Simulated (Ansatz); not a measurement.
GdOCl (P4/nmm, No. 129, 6 atoms in the cell; start mp-23050) was calculated with LDA in Ansatz (PAW).

Numerical settings: plane-wave cutoff 520 eV, 10×10×6 k mesh (along the axes of the cell as run), Fermi–Dirac smearing 0.01 eV, spin-polarised start, scalar-relativistic PAW data made under PBE.

Cell (relaxed with PBEsol):

```xyz
6
Lattice="3.8992 0.0000 0.0000 0.0000 3.8992 0.0000 0.0000 0.0000 6.6496" Properties=species:S:1:pos:R:3 pbc="T T T"
Gd     0.0000     1.9496     5.5019
Gd     1.9496     0.0000     1.1477
Cl     1.9496     0.0000     4.1776
Cl     0.0000     1.9496     2.4721
O      0.0000     0.0000     0.0000
O      1.9496     1.9496     0.0000
```

**Question.** Predict the band gap and smallest direct gap on the k points sampled.

**Answer.** 
band gap: 2.91 eV
smallest direct gap on the k points sampled: 2.95 eV

Note: the magnetic order was assumed, not searched for or taken from measurement; the 4f shell is treated without U or exact exchange, so its levels and filling can be wrong; cell and atoms aren't relaxed at this level (largest force component 0.19 eV/Å, pressure -3.7 GPa).

Spin–orbit coupling is not included.

Cost on a shared machine: around 3 core-minutes (rough).

A start named mp-… is a Materials Project structure, which need not be a measured phase.

Ansatz is a first-principles code.
